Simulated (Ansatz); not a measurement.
The structure below was relaxed with LDA in Ansatz (plane waves to 420 eV, PAW, without spin-orbit coupling), at pressure 0.9 GPa.

```
Pt
1.0
    0.00000     1.94510     1.94510
    1.94510     0.00000     1.94510
    1.94510     1.94510     0.00000
Pt
1
Cartesian
  0.00000   0.00000   0.00000
```

### Question
Find the space group and the Wyckoff positions.

### Answer
Space group Fm-3m (No. 225); a = b = c = 3.890 Å, α = β = γ = 90.00°

```json
[
 {"atom": "Pt", "site": "4a", "symmetry": "m-3m", "x": "0.0000", "y": "0.0000", "z": "0.0000"}
]
```

### Question
Describe the coordination.

### Answer
The crystal has 4 atoms in its conventional cell. Conventional cell: a = b = c = 3.8902 Å, α = β = γ = 90.00°. Pt is surrounded by 12 Pt at 2.751 Å (cuboctahedral). (Neighbours: up to the widest gap in distance over summed covalent radii, below 1.35, at either atom.)

Load acts through the strain it causes; cell and atoms are relaxed under it. Whether these cells are dynamically stable was not tested. The final runs are not spin-polarised. The cell was made from Pt in the fcc (Cu type) structure (space group Fm-3m, No. 225) by this change: pressure 0.9 GPa.

Ansatz is a quantum-chemistry and plane-wave program.
